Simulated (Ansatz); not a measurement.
The parent structure is HgS in the zinc blende structure (space group F-43m, No. 216).

```
CELL_PARAMETERS angstrom
      0.00000     2.90597     2.90597
      2.90597     0.00000     2.90597
      2.90597     2.90597     0.00000
ATOMIC_POSITIONS crystal
  Hg 0.00000 0.00000 0.00000
  S  0.25000 0.25000 0.25000
```

Calculations: LDA/PAW in Ansatz (a first-principles code), scalar-relativistic without spin-orbit coupling.

Strains are applied to the cell and any free atomic positions relax.

One change was made to it. Results:

| quantity | base | after |
|---|---|---|
| pressure | 0.0 GPa | 3.4 GPa |
| energy relative to the base (free energy F) | 0 meV/atom | +11 meV/atom |

Q: Which change produced these results?
A) isotropic strain −0.50 %
B) isotropic strain −3.00 %
C) isotropic strain −2.00 %
D) isotropic strain −1.50 %

A: D, isotropic strain −1.50 %. For comparison, the energy relative to the base in the other runs: isotropic strain −2.00 % gives +20 meV/atom; isotropic strain −3.00 % gives +47 meV/atom; isotropic strain −0.50 % gives +1.2 meV/atom.

The mesh was chosen for an insulator and is coarse for the gapless case. Whether these cells are dynamically stable was not tested. All final runs are without spin polarisation.
